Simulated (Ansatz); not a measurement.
Phonon-limited electron mobility of Si (Fd-3m) in cm²/(V·s), r2SCAN, finite-displacement electron-phonon coupling, linearised Boltzmann equation in Ansatz (an electronic-structure program). Condition of this run: hydrostatic pressure 2 GPa (the target of the relaxation). Geometry: relaxed with this functional, without spin-orbit coupling.

| Condition | μ |
|---|---|
| 150 K | 7200 |
| 200 K | 3900 |
| 250 K | 2350 |
| 300 K | 1550 |
| 350 K | 1090 |
| 400 K | (withheld) |
| 500 K | (withheld) |
| 600 K | 321 |

**Question.** What belongs in the gaps?

**Answer.** 
- 400 K, μ: 802
- 500 K, μ: 484

**Question.** What exponent p of μ ∝ T^−p fits 200 to 400 K (along x)?

**Answer.** p ≈ 2.3; acoustic deformation-potential scattering alone gives 1.5.

Scattering by harmonic phonons alone: no impurities, screening or carrier-carrier scattering, bands fixed at 0 K. From a coarser fine mesh the values given move by up to 5 %. The mesh was bound by memory.
